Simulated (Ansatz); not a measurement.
**GeSe2 (model structure, started from the anatase type, I4₁/amd, No. 141, 6 atoms in the cell): properties by level of theory**

```
level (code)         lattice parameter a (Å)  c axis length (Å)  enthalpy of formation (eV/atom)
-------------------  -----------------------  -----------------  -------------------------------
PBE (Ansatz)                           5.521              8.723                            0.057
PBEsol (Ansatz)                        5.425              8.543                            0.004
PBE-D3(BJ) (Ansatz)                    5.441              8.591                           -0.002
```

Caveats: a distance lies near a switch of the dispersion term, which can move the cell (PBE-D3(BJ)). Ansatz's density-functional and Hartree–Fock values are scalar-relativistic unless marked +SOC, with PAW data made under PBE.

A model structure was made by putting elements into a prototype or built by hand; it is no filed structure, need not be a known phase, and can be a saddle point held by its symmetry.

Ansatz is a program for electronic structure.
